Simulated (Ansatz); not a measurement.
Consider the following.

End structure of the (111)B surface of zinc-blende InAs, from a spin-polarised start, As-terminated, 2x2 with 1 H on 4 top atoms (bottom of the slab: 3 H on 4 bottom sites):

```xyz
36
Lattice="8.7479 0.0000 0.0000 -4.3739 7.5759 0.0000 0.0000 0.0000 31.0000" Properties=species:S:1:pos:R:3 pbc="T T T"
In     2.1248     1.2985     9.6950
In     6.6231     1.2985     9.6950
In     0.0000     4.9788     9.6950
In     4.3739     5.0506    10.3682
As     0.0000     2.5253    10.7304
As     4.3739     2.4375    10.6952
As    -2.1109     6.3572    10.6952
As     2.1109     6.3572    10.6952
In     0.0000     2.5253    13.3829
In     4.3739     2.5253    13.3829
In    -2.1870     6.3132    13.3829
In     2.1870     6.3132    13.3829
As     0.0000     0.0000    14.2758
As     4.3739     0.0000    14.2758
As    -2.1870     3.7879    14.2758
As     2.1870     3.7879    14.2758
In     0.0000     0.0003    16.9650
In     4.3739     0.0000    16.9511
In    -2.1867     3.7878    16.9650
In     2.1867     3.7878    16.9650
As     2.1952     1.2579    17.8530
As     6.5527     1.2579    17.8530
As     0.0000     5.0601    17.8530
As     4.3739     5.0506    17.8651
In     2.2923     1.2018    20.5661
In     6.4556     1.2018    20.5661
In     0.0000     5.1722    20.5661
In     4.3739     5.0506    20.5802
As     0.0000     2.5253    21.1510
As     4.3739     2.5455    21.5267
As    -2.2045     6.3031    21.5267
As     2.2045     6.3031    21.5267
H      2.1749     1.2696     7.9534
H      6.5730     1.2696     7.9534
H      0.0000     5.0366     7.9534
H      0.0000     2.5253    22.6765
```

Slab: 36 atoms, 15.0 Å thick at the start with caps and adatoms; k 3x3x1, smearing 0.025 eV, dipole-corrected; 8 atoms held, the rest relaxed; held to the start's symmetry, so lower structures may exist; spin-polarised from one start with parallel moments (other orders not tried), ending with about 1.5 μB a cell, a value that depends on the mesh; orders that need a larger cell were not tried, no spin-orbit, no U. The slab shows no gap over 0.04 eV on its mesh. It is one candidate, not shown to be the stable structure of the face.

**Question.** Give the work function of the top face at the level PBE (Ansatz, a first-principles code).

**Answer.** 5.32 eV
